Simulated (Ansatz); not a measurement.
# Ag, response to strain

Consider Ag in the fcc (Cu type) structure (space group Fm-3m, No. 225; a = 4.0542 Å; relaxed with 0.1 eV smearing). Axes: x, y, z lie along the cube axes.

Strains are applied to the cell and any free atomic positions relax; under biaxial strain the out-of-plane vector relaxes too.

Levels (all Ansatz, a first-principles code, PAW, earlier PAW set): PBEsol (420 eV, no spin-orbit coupling); r2SCAN (500 eV, without spin-orbit coupling); PBEsol+SOC (420 eV, spin-orbit coupling included).

Pressures by level, all at the geometries relaxed with PBEsol:

| case | PBEsol | r2SCAN | PBEsol+SOC |
|---|---|---|---|
| base | 0.0 GPa | 4.2 GPa | -0.2 GPa |
| biaxial strain +2.01 %, plane normal [001], relaxed out of plane | -1.0 GPa | 3.2 GPa | -1.1 GPa |
| biaxial strain +3.69 %, plane normal [110], relaxed out of plane | -4.1 GPa | -0.2 GPa | -4.2 GPa |
| isotropic strain +1.24 % | -4.0 GPa | 0.0 GPa | -4.1 GPa |
| uniaxial strain ε_xx = +0.99 % | -1.1 GPa | 3.0 GPa | -1.3 GPa |
| uniaxial strain ε_yy = −0.86 % | 1.1 GPa | 5.4 GPa | 0.9 GPa |

A biaxial case was relaxed in a doubled cell and then solved in the primitive one. Single points use the geometry relaxed with PBEsol. Their cutoffs differ, which shifts pressures a little. Differences between runs with and without spin-orbit coupling are approximate. No phonon test of stability was made.
